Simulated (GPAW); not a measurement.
A self-consistent single point of Ca3ZnSe4 (P-43m, 8 atoms in the cell) with GPAW.

Computed with LDA (Perdew-Wang 92), GPAW PAW datasets LDA (gpaw-data 1.0.1) (plane waves; GPAW).

The change in words: lattice scaled by 0.98. Reference geometry:
```
CELL_PARAMETERS angstrom
      6.33205     0.00000     0.00000
      0.00000     6.33205     0.00000
      0.00000     0.00000     6.33205
ATOMIC_POSITIONS crystal
  Ca 0.00000 0.50000 0.50000
  Ca 0.50000 0.00000 0.50000
  Ca 0.50000 0.50000 0.00000
  Zn 0.00000 0.00000 0.00000
  Se 0.76991 0.76991 0.23009
  Se 0.76991 0.23009 0.76991
  Se 0.23009 0.23009 0.23009
  Se 0.23009 0.76991 0.76991
```

Reference input (self-consistent single point, DFT LDA (Perdew-Wang 92), plane waves, GPAW PAW datasets LDA (gpaw-data 1.0.1)): mode = pw; ecut = 800 eV; xc = LDA; kpts = 3 3 3; mesh shift (steps) = 0 0 0; occupations.name = fixed-uniform; nbands = -4; convergence.bands = -2; symmetry.symmorphic = false; symmetry.tolerance = 0.0005; maxiter = 150. This run's input differs from it in these lines:

```diff
@@ -5,13 +5,13 @@
 atoms = Atoms(['Ca', 'Ca', 'Ca', 'Zn', 'Se', 'Se', 'Se', 'Se'],
-              cell=[[6.332052, 0.000000, 0.000000],
-                    [0.000000, 6.332052, 0.000000],
-                    [0.000000, 0.000000, 6.332052]],
-              positions=[[0.000000, 3.166026, 3.166026],
-                         [3.166026, 0.000000, 3.166026],
-                         [3.166026, 3.166026, 0.000000],
+              cell=[[6.205411, 0.000000, 0.000000],
+                    [0.000000, 6.205411, 0.000000],
+                    [0.000000, 0.000000, 6.205411]],
+              positions=[[0.000000, 3.102705, 3.102705],
+                         [3.102705, 0.000000, 3.102705],
+                         [3.102705, 3.102705, 0.000000],
                          [0.000000, 0.000000, 0.000000],
-                         [4.875110, 4.875110, 1.456942],
-                         [4.875110, 1.456942, 4.875110],
-                         [1.456942, 1.456942, 1.456942],
-                         [1.456942, 4.875110, 4.875110]],
+                         [4.777608, 4.777608, 1.427803],
+                         [4.777608, 1.427803, 4.777608],
+                         [1.427803, 1.427803, 1.427803],
+                         [1.427803, 4.777608, 4.777608]],
               pbc=True)
```

Log, with long lists cut:

```
     iter     time        total  log10-change:
                         energy   eigst   dens
iter:   1 --:--:--   -37.338042   +0.56
iter:   2 --:--:--   -37.658936   +0.19  -1.06
iter:   3 --:--:--   -37.134656   -0.37  -1.11
iter:   4 --:--:--   -37.098644   -0.57  -1.29
iter:   5 --:--:--   -37.027886   -1.11  -1.56
iter:   6 --:--:--   -36.935402   -1.31  -1.74
iter:   7 --:--:--   -36.924582   -1.62  -2.35
iter:   8 --:--:--   -36.925986c  -1.77  -2.31
iter:   9 --:--:--   -36.928896c  -1.94  -2.42
iter:  10 --:--:--   -36.925361c  -2.20  -2.90
iter:  11 --:--:--   -36.918656c  -2.17  -2.96
   [... lines left out ...]
iter:  21 --:--:--   -36.918203c  -4.10  -3.96
iter:  22 --:--:--   -36.918194c  -4.15  -3.98
iter:  23 --:--:--   -36.918194c  -4.33  -4.09c
iter:  24 --:--:--   -36.918192c  -4.49  -4.12c
iter:  25 --:--:--   -36.918192c  -4.65  -4.51c
iter:  26 --:--:--   -36.918192c  -4.93  -4.94c
iter:  27 --:--:--   -36.918192c  -4.90  -5.02c
   [... 14 lines left out ...]
iter:  42 --:--:--   -36.918192c  -7.07  -6.76c
iter:  43 --:--:--   -36.918192c  -7.18  -6.80c
iter:  44 --:--:--   -36.918192c  -7.30  -6.82c
iter:  45 --:--:--   -36.918192c  -7.40  -6.95c
iter:  46 --:--:--   -36.918192c  -7.57c -7.00c
Converged after 46 iterations.

Dipole moment: (-0.000007, -0.000007, -0.000007) |e|*Ang

Energy contributions relative to reference atoms: (reference = -368255.834829)

Kinetic:        +57.977813
Potential:      -47.399858
External:        +0.000000
XC:             -45.606670
Entropy (-ST):   +0.000000
Local:           -1.889477
SIC:             +0.000000
--------------------------
Free energy:    -36.918192
Extrapolated:   -36.918192

Showing only first 2 kpts
 Kpt  Band  Eigenvalues  Occupancy
  0    31      1.83926    2.00000
  0    32      1.83927    2.00000
  0    33      3.89670    0.00000
  0    34      5.22709    0.00000

  1    31      1.91798    2.00000
  1    32      1.91798    2.00000
  1    33      5.00254    0.00000
  1    34      5.51716    0.00000

Fermi level: 2.90750

Gap: 1.978 eV
Transition (v -> c):
   [... lines left out ...]
Direct gap: 2.057 eV
   [... lines left out ...]
  2 Ca    0.00000    0.00000    0.00000
  3 Zn   -0.00000    0.00000    0.00000
  4 Se    0.12150    0.12150   -0.12150
  5 Se    0.12150   -0.12150    0.12150
  6 Se   -0.12150   -0.12150   -0.12150
  7 Se   -0.12150    0.12150    0.12150

Stress tensor:
    -0.000874    -0.000000    -0.000000
    -0.000000    -0.000874     0.000000
    -0.000000     0.000000    -0.000874
Stress (GPa, Voigt): [-0.14 -0.14 -0.14  0.   -0.   -0.  ]
```

The run converged in 46 iterations. GPAW prints stress with tension positive. Against the reference run the free energy goes down by 12.9 meV/atom, the pressure goes from -2.24 to 0.14 GPa, the largest force goes from 0.183 to 0.210 eV/Å and the gap on the mesh goes from 1.882 to 1.978 eV.

The starting cell comes from a database of computed structures (which also holds hypothetical and non-ambient phases and stackings), without a prior relaxation at this level. Its lattice was rescaled by a random factor within 2.5 % of one. For this run, on top of that: lattice scaled by 0.98.

Cost on one core of a shared machine: roughly 80 s.
